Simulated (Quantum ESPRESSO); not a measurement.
Quantum ESPRESSO run on TaAs (I4_1md, 4 atoms in the cell): self-consistent single point.

Method of the run: vdW-DF-cx, GBRV 1.5 ultrasoft (PBE) pseudopotentials (plane waves; Quantum ESPRESSO).

```yaml
crystal:
  lattice:
    - [1.74058, -1.74058, 5.93190]
    - [1.74058, 1.74058, 5.93190]
    - [-1.74058, -1.74058, 5.93190]
  atoms:
    - { symbol: Ta, position: [0.50000, 0.99997, 0.49997] }
    - { symbol: Ta, position: [0.00000, 0.74997, 0.74997] }
    - { symbol: As, position: [0.50000, 0.58263, 0.08263] }
    - { symbol: As, position: [0.00000, 0.33263, 0.33263] }
```

Reference input (self-consistent single point, DFT, PBE, plane waves, GBRV 1.5 ultrasoft (PBE) pseudopotentials): ecutwfc = 40 Ry; ecutrho = 320 Ry; occupations = smearing; smearing = methfessel-paxton; degauss = 0.0073499 Ry; potentials = {Ta: ta_pbe_v1.uspp.F.UPF, As: as_pbe_v1.uspp.F.UPF}; K_POINTS = automatic 9 9 9 0 0 0; conv_thr = 1e-09 Ry. This run's input differs from it in these lines:

```diff
@@ -19,2 +19,3 @@
  degauss = 0.0073499,
+ input_dft = 'vdw-df-cx',
 /
```

Log, with long lists cut:

```
     Self-consistent Calculation

     iteration #  1     ecut=    40.00 Ry     beta= 0.70

     Threshold (ethr) on eigenvalues was too large:
     Diagonalizing with lowered threshold

     negative rho (up, down):  1.951E-01 0.000E+00

     total energy              =    -363.60530103 Ry
     estimated scf accuracy    <       0.09408696 Ry

     iteration #  2     ecut=    40.00 Ry     beta= 0.70

     negative rho (up, down):  1.969E-01 0.000E+00

     total energy              =    -363.62571131 Ry
     estimated scf accuracy    <       0.05901144 Ry

     iteration #  3     ecut=    40.00 Ry     beta= 0.70

     negative rho (up, down):  1.982E-01 0.000E+00

     total energy              =    -363.63818397 Ry
     estimated scf accuracy    <       0.00054946 Ry

   [... 5 blocks of this kind left out ...]

     iteration #  9     ecut=    40.00 Ry     beta= 0.70

     negative rho (up, down):  1.985E-01 0.000E+00

     total energy              =    -363.63876835 Ry
     estimated scf accuracy    <          1.4E-09 Ry

     iteration # 10     ecut=    40.00 Ry     beta= 0.70

     negative rho (up, down):  1.985E-01 0.000E+00
     End of self-consistent calculation

     the Fermi energy is    14.3978 ev

!    total energy              =    -363.63876835 Ry
     estimated scf accuracy    <          2.7E-10 Ry
     smearing contrib. (-TS)   =      -0.00000947 Ry
     internal energy E=F+TS    =    -363.63875889 Ry

     convergence has been achieved in  10 iterations

     negative rho (up, down):  1.985E-01 0.000E+00

     Forces acting on atoms (cartesian axes, Ry/au):

     atom    1 type  1   force =     0.00000000    0.00000000    0.00023693
     atom    2 type  1   force =     0.00000000    0.00000000    0.00023693
     atom    3 type  2   force =     0.00000000    0.00000000   -0.00023693
     atom    4 type  2   force =     0.00000000   -0.00000000   -0.00023693

     Total force =     0.000474     Total SCF correction =     0.000001

     negative rho (up, down):  1.985E-01 0.000E+00
          total   stress  (Ry/bohr**3)                   (kbar)     P=      -82.57
  -0.00055746   0.00000000   0.00000000          -82.01        0.00        0.00
  -0.00000000  -0.00055746   0.00000000           -0.00      -82.01        0.00
   0.00000000  -0.00000000  -0.00056903            0.00       -0.00      -83.71

   JOB DONE.
```

The run converged in 10 iterations. Against the reference run the pressure goes from -3.84 to -8.26 GPa and the largest force moves little (0.005 to 0.006 eV/Å).

The starting cell comes from a database of computed structures (which also holds hypothetical and non-ambient phases and stackings), without a prior relaxation at this level. Its lattice was rescaled by a random factor within 2.5 % of one. Spin polarisation is off. With a pressure of about -8 GPa the cell is away from its equilibrium volume at this level.

Cost on one core of a shared machine: roughly 5 min.
